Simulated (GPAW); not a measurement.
Worked example: self-consistent single point of MnS (Fm-3m, 2 atoms in the cell) in GPAW

Method: PBE, GPAW PAW datasets PBE (gpaw-data 1.0.1) (plane waves; GPAW).

This input was run:

```python
from ase import Atoms
from ase.units import GPa
from gpaw import GPAW

atoms = Atoms(['S', 'Mn'],
              cell=[[0.000000, 2.480250, 2.480250],
                    [2.480250, 0.000000, 2.480250],
                    [2.480250, 2.480250, 0.000000]],
              positions=[[0.000000, 0.000000, 0.000000],
                         [2.480250, 2.480250, 2.480250]],
              pbc=True)

atoms.set_initial_magnetic_moments([0.0, 4.0])

calc = GPAW(spinpol=True,
            mode={'name': 'pw', 'ecut': 800},
            xc='PBE',
            kpts=(9, 9, 9),
            occupations={'name': 'methfessel-paxton', 'width': 0.2, 'order': 0},
            nbands=-10,
            convergence={'density': 1e-05, 'energy': 1e-05},
            symmetry={'symmorphic': False, 'tolerance': 0.0005},
            maxiter=100,
            txt='-')

atoms.calc = calc

energy = atoms.get_potential_energy()
print('Energy (eV):', round(energy, 6))
forces = atoms.get_forces()
print('Forces (eV/Ang):')
print(forces.round(5))
stress = atoms.get_stress()
print('Stress (GPa, Voigt):', (stress / GPa).round(4))
```

The program printed (abridged):

```
Input parameters:
  convergence: {density: 1e-05,
                energy: 1e-05}
  kpts: [9 9 9]
  maxiter: 100
  mode: {ecut: 800,
         name: pw}
  nbands: -10
  occupations: {name: methfessel-paxton,
                order: 0,
                width: 0.2}
  spinpol: True
  symmetry: {symmorphic: False,
             tolerance: 0.0005}
  xc: PBE

species:
  S:
    name: Sulfur
    Z: 16.0
    valence: 6
    core: 10
    charge: 0.0
    file: S.PBE.gz

    # Using partial waves for S as LCAO basis

  Mn:
    name: Manganese
    Z: 25.0
    valence: 15
    core: 10
    charge: 0.0
    file: Mn.PBE.gz

    # Using partial waves for Mn as LCAO basis

Reference energy: -42371.707970  # eV

Spin-polarized calculation.
Initial magnetic moment: 4.000000

Convergence criteria:
 Maximum [total energy] change in last 3 cyles: 1e-05 eV / valence electron
 Maximum integral of absolute [dens]ity change: 1e-05 electrons / valence electron
 Maximum integral of absolute [eigenst]ate change: 4e-08 eV^2 / valence electron
 Maximum number of scf [iter]ations: 100

Symmetries present (total): 48
Symmetries with fractional translations: 0
729 k-points: 9 x 9 x 9 Monkhorst-Pack grid
35 k-points in the irreducible part of the Brillouin zone
       k-points in crystal coordinates                weights
   0:     0.00000000    0.00000000    0.00000000          1/729
   1:     0.11111111    0.11111111    0.00000000          6/729
   2:     0.11111111    0.11111111    0.11111111          8/729
   [... 7 lines left out ...]
          ...
  34:     0.44444444    0.44444444    0.44444444          8/729

Wave functions: Plane wave expansion
  Cutoff energy: 800.000 eV
  Number of coefficients (min, max): 1471, 1584
  Pulay-stress correction: 0.000000 eV/Ang^3 (de/decut=0.000000)

Occupation numbers: Methfessel-Paxton:
  width: 0.2000  # eV
  order: 0

Eigensolver

Densities:
  Coarse grid: 24*24*24 grid
  Fine grid: 48*48*48 grid
  Total Charge: 0.000000

Density mixing:
  Method: difference
  Backend: pulay
  Linear mixing parameter: 0.05
  old densities: 5
  Damping of long wavelength oscillations: 50

Hamiltonian:
  XC and Coulomb potentials evaluated on a 48*48*48 grid
  External potential:
    NoExternalPotential

XC parameters: PBE with 2 nearest neighbor stencil

Number of atoms: 2
Number of atomic orbitals: 17
Number of bands in calculation: 22
Number of valence electrons: 21
Bands to converge: occupied

Density initialized from atomic densities
  17 bands from LCAO basis set
  5 bands from random numbers

Atomic positions and initial magnetic moments

Positions:
   0 S      0.000000    0.000000    0.000000    ( 0.0000,  0.0000,  0.0000)
   1 Mn     2.480250    2.480250    2.480250    ( 0.0000,  0.0000,  4.0000)

Unit cell:
           periodic     x           y           z      points  spacing
  1. axis:    yes    0.000000    2.480250    2.480250    24     0.1193
  2. axis:    yes    2.480250    0.000000    2.480250    24     0.1193
  3. axis:    yes    2.480250    2.480250    0.000000    24     0.1193

  Lengths:   3.507603   3.507603   3.507603
  Angles:   60.000000  60.000000  60.000000

Effective grid spacing dv^(1/3) = 0.1302

     iter     time        total  log10-change:  magmom
                         energy   eigst   dens
iter:   1 --:--:--   -14.621032                   +4.0039
iter:   2 --:--:--   -14.648148   -1.02  -1.51    +4.0444
iter:   3 --:--:--   -14.625336   -2.10  -1.52    +4.1036
iter:   4 --:--:--   -14.670950   -2.92  -1.71    +4.1058
iter:   5 --:--:--   -14.659004   -3.47  -2.00    +4.1315
iter:   6 --:--:--   -14.646637   -3.20  -2.18    +4.1190
iter:   7 --:--:--   -14.639690   -3.85  -2.18    +4.0974
iter:   8 --:--:--   -14.639716   -5.58  -3.53    +4.1001
iter:   9 --:--:--   -14.639728c  -6.26  -3.49    +4.1037
iter:  10 --:--:--   -14.639738c  -6.09  -3.64    +4.1038
iter:  11 --:--:--   -14.639719c  -6.68  -3.64    +4.1036
iter:  12 --:--:--   -14.639718c  -8.36c -4.68    +4.1036
iter:  13 --:--:--   -14.639718c  -8.82c -4.95    +4.1038
iter:  14 --:--:--   -14.639717c -10.36c -5.12c   +4.1040

Converged after 14 iterations.

Dipole moment: (-0.000000, -0.000000, -0.000000) |e|*Ang

Total magnetic moment: (0.000000, 0.000000, 4.103968)
Local magnetic moments:
   0 S  ( 0.000000,  0.000000,  0.064821)
   1 Mn ( 0.000000,  0.000000,  3.727093)

Energy contributions relative to reference atoms: (reference = -42371.707970)

Kinetic:        +17.591566
Potential:      -14.465006
External:        +0.000000
XC:             -17.992398
Entropy (-ST):   -0.026418
Local:           +0.239330
SIC:             +0.000000
--------------------------
Free energy:    -14.652926
Extrapolated:   -14.639717

Spin contamination: 0.003399 electrons
Showing only first 2 kpts
                      Up                     Down
 Kpt  Band  Eigenvalues  Occupancy  Eigenvalues  Occupancy
  0     8      5.60386    1.00000      8.62823    0.95173
  0     9      5.60386    1.00000      8.62823    0.95173
  0    10      6.73129    1.00000      8.62823    0.95173
  0    11      6.73129    1.00000      8.74255    0.80331

  1     8      5.36988    1.00000      8.43938    0.99864
  1     9      5.64542    1.00000      8.80516    0.65938
  1    10      6.93217    1.00000      9.20204    0.00830
  1    11      6.93217    1.00000      9.20204    0.00830

Fermi level: 8.86325

No gap
No difference between direct/indirect transitions
Energy (eV): -14.639717

Forces in eV/Ang:
  0 S     0.00000   -0.00000   -0.00000
  1 Mn    0.00000    0.00000    0.00000

Stress tensor:
    -0.027692     0.000000    -0.000000
     0.000000    -0.027692    -0.000000
    -0.000000    -0.000000    -0.027692
Stress (GPa, Voigt): [-4.4367 -4.4367 -4.4367 -0.     -0.      0.    ]
```

The run converged in 14 iterations. GPAW prints stress with tension positive.

The starting cell was generated: these elements placed on a structure prototype, without a prior relaxation; it need not be a known phase or ordering of this composition. Its lattice was rescaled by a random factor within 2.5 % of one. With one magnetic atom in the cell only a parallel order is possible. With a pressure of about 4 GPa the cell is away from its equilibrium volume at this level.

Cost on one core of a shared machine: roughly 40 s.
